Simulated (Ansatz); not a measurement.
The starting structures come from a database of crystals and need not be the phases stable at ambient conditions.

Tunnelling through a barrier is set by its complex band structure: the current falls as exp(−2κd) with the smallest κ.

Here is the system:

```
Ba2MgH6
1.0
    7.29998     0.00000     0.00000
    0.58213     7.27673     0.00000
    2.82141     2.60472     2.41895
Ba Mg H
2 1 6
Direct
  0.33333   0.66667   0.26704
  0.66667   0.33333   0.73296
  0.00000   0.00000   0.00000
  0.17036   0.34073   0.26423
  0.82964   0.65927   0.73577
  0.65927   0.82964   0.28642
  0.34073   0.17037   0.71357
  0.17037   0.82964   0.77533
  0.82963   0.17037   0.22467
```

Space group of this cell: P-3m1. The cell is taken as given.

Transport runs along the normal of the first two printed cell vectors, the (111) plane of the conventional cell.

The gap is the functional's own. No spin-orbit coupling. Mid-gap values are interpolated on the energy grid.

Problem. Estimate the band gap and the smallest decay constant κ at mid-gap that r2SCAN in Ansatz (a first-principles code) returns for this system.

Solution. Gap 3.44 eV on a 12×12×12 mesh; κ = 0.334 1/Å, at (0.250, 0.250) of the in-plane reciprocal vectors. At the zone centre, at the nearest computed energy, the slowest state has κ = 0.36 1/Å.
